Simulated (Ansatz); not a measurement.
# HfO2: strain along the normal

HfO2 (fluorite, Fm-3m, 10.693 Å³/atom at rest) under an equal strain ε in the (001) plane with the normal axis free, as in a coherent film. PBEsol in Ansatz, a plane-wave DFT program (PAW, default set), 420 eV, 11×11×11 Γ-centred mesh, Fermi-Dirac smearing 0.05 eV; ions are relaxed within the symmetry of each cell.

Here s stands for strain and y for normal strain.

| strain (%) | normal strain (%) |
|---|---|
| -3.00 | ? |
| -1.50 | 0.60 |
| -1.00 | 0.39 |
| -0.50 | 0.19 |
| 0.00 | 0.00 |
| 0.50 | -0.18 |
| 1.00 | -0.36 |
| 1.50 | -0.54 |

Fit y of the 7 rows that show it with a straight line. Means: s 0, y 0.014. About the means, the sum of products is -2.6450 and the sum of squares of s is 7.0000; the slope is their ratio. Least squares gives y = 0.014 - 0.3779·s. Residuals (row less fit): 0.019, -0.002, -0.013, -0.014, -0.005, 0.004, 0.013; standard error 0.014 (degrees of freedom: 5). The slope, -0.38 ± 0.01, is the elastic response of the normal axis, −2C12/C11 for this plane.

Task: Estimate the missing y (s = -3.00); what did the run itself give?

Result: y = 0.014 - 0.3779 × (-3.0) = 1.148%. The calculation gives 1.25%, 0.102% above the prediction (5.7 % of the range of y in the table). The row lies outside the fitted rows, so this is an extrapolation. From the scatter of the fitted rows alone, a prediction at this place has a standard error of 0.021%, so the miss is 4.9 times that.

One order more, fitted to all 13 runs of the series, follows each within 0.01, so the miss is the next term of a smooth law. The primitive cell can neither tilt nor turn polar against its symmetry, as such crystals can under strain. HfO2 is here the high-temperature cubic form, which is unstable at 0 K; the monoclinic form is the stable one. Rows are the converged runs of the series near zero and its far end; series whose fitted rows scatter by over a few per cent of the range, as at a crossing or softening among them, aren't shown in this form. Most that stay on the fit to the last digits aren't either.
